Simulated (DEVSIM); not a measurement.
Device: Cr/SiO2/p-InP capacitor, at 300 K.

```
layer (left to right)  material  thickness (nm)  Na (cm⁻³)
---------------------  --------  --------------  ---------
1                          SiO2            5.60          -
2                           InP            7200     7.4e15
```

Metal gate on the left, work function 4.5 eV. Fixed charge at the semiconductor interface 0 cm⁻² (in units of +e); no interface traps.

This is a model device: material constants are rounded textbook-type values typed into the input, and sizes, dopings and lifetimes were drawn at random. Values at 300 K; Nc and Nv go as T^1.5, mobilities as T to minus their exponent, the gap by Varshni's rule with the affinity fixed.

| parameter | SiO2 | InP |
|---|---|---|
| gap (eV) | 9 | 1.344 |
| affinity (eV) | 0.9 | 4.38 |
| permittivity | 3.9 | 12.5 |
| Nc (cm⁻³) | - | 5.7e17 |
| Nv (cm⁻³) | - | 1.1e19 |
| Varshni α (eV/K) | - | 0.000363 |
| Varshni β (K) | - | 162 |

Model (solved in DEVSIM): 1D Poisson equation in equilibrium, Boltzmann statistics, complete ionisation; no quantum confinement or tunnelling. Metal contacts follow the ideal Schottky-Mott rule: no Fermi-level pinning, no interface dipoles.

Base results: minimum of the low-frequency capacitance (μF/cm²) 0.0263; threshold voltage (band bending 2φF) (V) 0.09; capacitance of the dielectric stack (μF/cm²) 0.617; flat-band voltage (V) -1.04.

**Question.** What follows from this one change: SiO2 thickness 0.0056 → 0.0022 μm?

**Answer.** minimum of the low-frequency capacitance 0.0263 → 0.0270 μF/cm²; threshold voltage (band bending 2φF) 0.09 → 0.04 V; capacitance of the dielectric stack 0.617 → 1.57 μF/cm²; flat-band voltage little changed (-1.04 V).

**Question.** What follows from this one change: temperature 300 → 450 K?

**Answer.** minimum of the low-frequency capacitance 0.0263 → 0.0323 μF/cm²; threshold voltage (band bending 2φF) 0.09 → 0.00 V; capacitance of the dielectric stack little changed (0.617 μF/cm²); flat-band voltage -1.04 → -0.87 V.

**Question.** What follows from this one change: gate work function 4.5 → 4.35 eV?

**Answer.** minimum of the low-frequency capacitance little changed (0.0263 μF/cm²); threshold voltage (band bending 2φF) 0.09 → -0.06 V; capacitance of the dielectric stack little changed (0.617 μF/cm²); flat-band voltage -1.04 → -1.19 V.

**Question.** What follows from this one change: substrate doping 7.4e+15 → 1.5e+16 cm^-3?

**Answer.** minimum of the low-frequency capacitance 0.0263 → 0.0361 μF/cm²; threshold voltage (band bending 2φF) 0.09 → 0.15 V; capacitance of the dielectric stack little changed (0.617 μF/cm²); flat-band voltage -1.04 → -1.05 V.

**Question.** What follows from this one change: interface trap density 0 → 1e+12 cm^-2 eV^-1?

**Answer.** minimum of the low-frequency capacitance 0.0263 → 0.144 μF/cm²; threshold voltage (band bending 2φF) 0.09 → 0.31 V; capacitance of the dielectric stack little changed (0.617 μF/cm²); flat-band voltage -1.04 → -1.09 V.

**Question.** What follows from this one change: fixed charge 0 → -1.65e+12 cm^-2?

**Answer.** minimum of the low-frequency capacitance little changed (0.0261 μF/cm²); threshold voltage (band bending 2φF) 0.09 → 0.52 V; capacitance of the dielectric stack little changed (0.617 μF/cm²); flat-band voltage -1.04 → -0.61 V.
